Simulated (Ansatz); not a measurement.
The reference is NaOH (space group Cmcm, No. 63; a cell from a computed database, its experimental status unchecked; layered, stacked along the Cartesian y axis).

```xyz
6
Lattice="1.7021 -5.4432 0.0000 1.7021 5.4432 0.0000 0.0000 0.0000 3.3706" Properties=species:S:1:pos:R:3 pbc="T T T"
Na     1.7021     1.7356     2.5279
Na     1.7021    -1.7356     0.8426
H      1.7021     5.0106     2.5279
H      1.7021    -5.0106     0.8426
O      1.7021    -4.0364     0.8426
O      1.7021     4.0364     2.5279
```

Cartesian axes are those of the cell as printed.

Calculations: PBEsol (Ansatz, a first-principles code), spin-orbit coupling left out.

Base values:

| Quantity | Result |
|---|---|
| Shortest interatomic distance | 0.974 Å |

It is then changed as follows: the symmetric strain tensor [-0.0051 0.0032 0.0033; 0.0032 -0.0010 -0.0133; 0.0033 -0.0133 0.0105], atoms relaxed at fixed cell.

**Question.** Predict the new energy relative to the base, stress, largest internal atomic displacement and shortest interatomic distance.

**Answer.** The energy increases by 0.7 meV/atom; the stress (xx, yy, zz, yz, xz, xy; compression positive) comes out as (0.25, 0.04, -0.79, 0.40, -0.19, 0.02) GPa; the largest internal atomic displacement amounts to 0.029 Å; the shortest interatomic distance remains 0.974 Å.

Whether these cells are dynamically stable was not tested. No dispersion term is included in the PBEsol runs.
